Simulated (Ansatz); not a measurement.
Base system: LiF in the rock salt structure (space group Fm-3m, No. 225).

```
LiF
1.0
    0.00000     1.99510     1.99510
    1.99510     0.00000     1.99510
    1.99510     1.99510     0.00000
F Li
1 1
Direct
  0.00000   0.00000   0.00000
  0.50000   0.50000   0.50000
```

Computed with Kohn–Sham DFT with the r2SCAN functional, run in Ansatz (a quantum-chemistry and plane-wave program) with PAW and 500 eV plane waves, spin-orbit coupling left out.

Base values:

The volume per atom comes out as 7.94 Å³ and the band gap is 10.33 eV. The width of the top valence band is 1.04 eV.

The change: cell and atoms relaxed at a pressure of 2.1 GPa.

Task: What happens to the volume per atom?

Result: The volume per atom falls by 0.20 Å³ to 7.74 Å³.

Task: Estimate the effect on the band gap.

Result: The band gap grows by 0.25 eV, from 10.33 eV to 10.58 eV.

Task: Estimate the effect on the width of the top valence band.

Result: The width of the top valence band goes up by 0.04 eV, from 1.04 eV to 1.08 eV.

Load acts through the strain it causes; cell and atoms are relaxed under it. Stability against distortions was not tested.
